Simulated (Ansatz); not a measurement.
# MgO, pressure series

Base system: MgO in the rock salt structure (space group Fm-3m, No. 225).

```yaml
crystal:
  lattice:
    - [0.00000, 2.10706, 2.10706]
    - [2.10706, 0.00000, 2.10706]
    - [2.10706, 2.10706, 0.00000]
  atoms:
    - { symbol: Mg, position: [0.00000, 0.00000, 0.00000] }
    - { symbol: O, position: [0.50000, 0.50000, 0.50000] }
```

Cell and atoms are relaxed at each pressure.

Levels (all Ansatz, a quantum-chemistry and plane-wave program, PAW): PBEsol (420 eV, no spin-orbit coupling); HSE06 (420 eV, spin-orbit coupling left out).

Band gaps by level, all at the geometries relaxed with PBEsol:

```json
[
 {"case": "base", "PBEsol": "4.62 eV", "HSE06": "6.47 eV"},
 {"case": "pressure −2 GPa", "PBEsol": "4.50 eV", "HSE06": "6.33 eV"},
 {"case": "pressure −1 GPa", "PBEsol": "4.56 eV", "HSE06": "6.40 eV"},
 {"case": "pressure 0.3 GPa", "PBEsol": "4.64 eV", "HSE06": "6.49 eV"},
 {"case": "pressure 0.7 GPa", "PBEsol": "4.66 eV", "HSE06": "6.51 eV"},
 {"case": "pressure 1.5 GPa", "PBEsol": "4.71 eV", "HSE06": "6.57 eV"},
 {"case": "pressure 5 GPa", "PBEsol": "4.91 eV", "HSE06": "6.79 eV"},
 {"case": "pressure 10 GPa", "PBEsol": "5.18 eV", "HSE06": "7.09 eV"}
]
```

Single points use the geometry relaxed with PBEsol. Load acts through the strain it causes; cell and atoms are relaxed under it. Whether these cells are dynamically stable was not tested. No other phases were tried under pressure. The base started in P3_121 and relaxed to Fm-3m at this level.
